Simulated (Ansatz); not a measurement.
# Cl interstitial (fcc Cu host)

The numbers are results of PBE, PAW (plane waves to 420 eV; Ansatz, an electronic-structure program), not measurements. Details: 32-site cell; 6×6×6 shifted k-points; start: void with 6Cu nearest; no Hubbard U; finite-size errors of tenths of an eV; the relaxation kept the symmetry of the starting site; relaxed from one start, so a lower configuration may exist.

Neighbours after relaxation, in Å: of the Cl atom: Cu 2.21, Cu 2.21, Cu 2.21, Cu 2.21, Cu 2.21, Cu 2.21.

Formation energies E_f are those of the neutral cell. Chemical conditions: host crystal and elements as references (Δμ(Cl) = 0.00 eV; Cl taken from its element, since no compound that bounds it was computed at this level; only phases computed here count, gases as isolated molecules at 0 K). Reference phases: Cl: Cl2 molecule in a box.

The name describes the start; the neighbours show where the added atom ended.

| charge | moment (μB) | point group | largest move off a lattice site (Å) | E_f, host crystal and elements as references (eV) |
|---|---|---|---|---|
| 0 | not spin-polarised | Oh | 0.39 | 4.20 |

Point groups are those of the whole cell at tolerances of 0.03 and 0.1 Å ("near" where only the looser one holds); none is given for unsettled states.
